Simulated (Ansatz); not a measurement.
## How far PBE and PBEsol part for hypothetical Pm-3n ZnO, tensor shear ε_yz = −1.81 %

The reference is ZnO (space group Pm-3n, No. 223; a = 5.657 Å; a hypothetical phase, not in the database extracts checked). Axes: x, y, z lie along the cube axes.

(Cell as relaxed with PBE.)

Levels (all Ansatz, an electronic-structure program, PAW): PBE (420 eV, spin-orbit coupling left out); PBEsol (420 eV, scalar-relativistic without spin-orbit coupling).

Each level relaxes its own structure.

```tsv
base	PBE	PBEsol
volume per atom	15.08 Å³	14.45 Å³
lattice parameter a	5.657 Å	5.577 Å
band gap	1.05 eV	1.02 eV
```

It is then changed as follows: tensor shear ε_yz = −1.81 % (engineering shear γ = -0.0362), atoms relaxed at fixed cell.

```tsv
quantity	PBE	PBEsol
gap character	direct at Γ	[?]
valence-band top at Γ (three highest levels, from the VBM)	0.00, -0.06, -0.13 eV	[?]
stress (xx, yy, zz, yz, xz, xy; compression positive)	(0.01, -0.07, -0.07, 0.68, 0.00, 0.00) GPa	[?]
```

Problem. What does PBEsol give?

Solution. 
- gap character, PBEsol: direct at Γ
- valence-band top at Γ (three highest levels, from the VBM), PBEsol: 0.00, -0.07, -0.15 eV
- stress (xx, yy, zz, yz, xz, xy; compression positive), PBEsol: (-0.01, -0.09, -0.09, 0.65, 0.00, 0.00) GPa

The two agree on the gap character. Neither level is exact; PBEsol is the comparison here, not a measurement.

The cells carry an imposed strain or load. Stability against distortions was not tested. Labels are those of the standard path for the cell's own space group.
